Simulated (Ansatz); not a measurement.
ZnS: pressure series

Start from ZnS in the zinc blende structure (space group F-43m, No. 216; a = 5.357 Å).

Cell and atoms are relaxed at each pressure.

Calculations: PBEsol (Ansatz, an electronic-structure program; PAW; 420 eV plane waves; without spin-orbit coupling).

Computed cases, in order: pressure −2 GPa; pressure −1 GPa; 0 GPa (base); pressure 0.9 GPa; pressure 2.1 GPa; pressure 4.5 GPa; pressure 9 GPa; pressure 15 GPa; pressure 22.5 GPa; pressure 30 GPa.

### Question
Between which two neighbouring cases does the gap turn between direct and indirect?

### Answer
Between pressure 15 GPa (2.70 eV, direct at Γ) and pressure 22.5 GPa (2.67 eV, indirect, Γ → X). The whole series: pressure −2 GPa: 1.97 eV, direct at Γ; pressure −1 GPa: 2.03 eV, direct at Γ; 0 GPa (base): 2.09 eV, direct at Γ; pressure 0.9 GPa: 2.13 eV, direct at Γ; pressure 2.1 GPa: 2.20 eV, direct at Γ; pressure 4.5 GPa: 2.31 eV, direct at Γ; pressure 9 GPa: 2.49 eV, direct at Γ; pressure 15 GPa: 2.70 eV, direct at Γ; pressure 22.5 GPa: 2.67 eV, indirect, Γ → X; pressure 30 GPa: 2.54 eV, indirect, Γ → X.

Load acts through the strain it causes; cell and atoms are relaxed under it. Whether these cells are dynamically stable was not tested. Measured, ZnS leaves this structure (for rock salt) near 14.7 GPa (temperature not stated; as listed in Datta, Sujoy, Jana, Debnarayan, arXiv (2020)), on rising pressure, with hysteresis.
